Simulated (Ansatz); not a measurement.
AlN (P6_3mc), r2SCAN with spin-orbit coupling, rigid bands (Ansatz, a program for electronic structure): Condition of this run: biaxial stress in the c plane of -4.5 GPa (compression positive) (the target of the relaxation). band gap 4.60 eV, N_c = 4.20e18 cm⁻³ and N_v = 5.05e19 cm⁻³ at 300 K, conductivity masses along y (a = (3.15, 0.00, 0.00) Å; b = (-1.57, 2.72, 0.00) Å; c = (0.00, 0.00, 4.95) Å) of 0.309 mₑ (electrons) and 3.27 mₑ (holes). Take k_BT = 0.02585 eV.

Problem. A film of it is 8 nm thick, with its normal along the direction named. Estimate the confinement energies in an infinite well.

Solution. ħ²π²/(2m t²) = 0.376 eV·nm²/(m/mₑ × t²) gives 19.0 meV for electrons and 1.80 meV for holes, so the gap would widen to about 4.62 eV. Finite barriers and nonparabolic bands lower this, and with several valleys or bands the heaviest mass along the normal sets the lowest level, not this average.

Problem. Find the intrinsic carrier density and the intrinsic Fermi level.

Solution. n_i = √(N_c N_v) exp(−E_g/2k_BT) = 1.46e19 × exp(−88.97) = 3.3e-20 cm⁻³. The level lies (k_BT/2) ln(N_v/N_c) = 32 meV from mid-gap (positive towards the conduction band). Each 0.1 eV added to the gap lowers n_i by a factor of 6.9.

Problem. What thermal injection velocity √(2k_BT/πm) limits a ballistic channel along the direction named?

Solution. 9.68e6 cm/s for electrons and 2.98e6 cm/s for holes, a ratio of √(m_h/m_e) = 3.25, for dilute carriers.

Rigid, parabolic bands with the computed gap; masses take one relaxation time for all states. Geometry: cell and atoms relaxed with PBEsol.
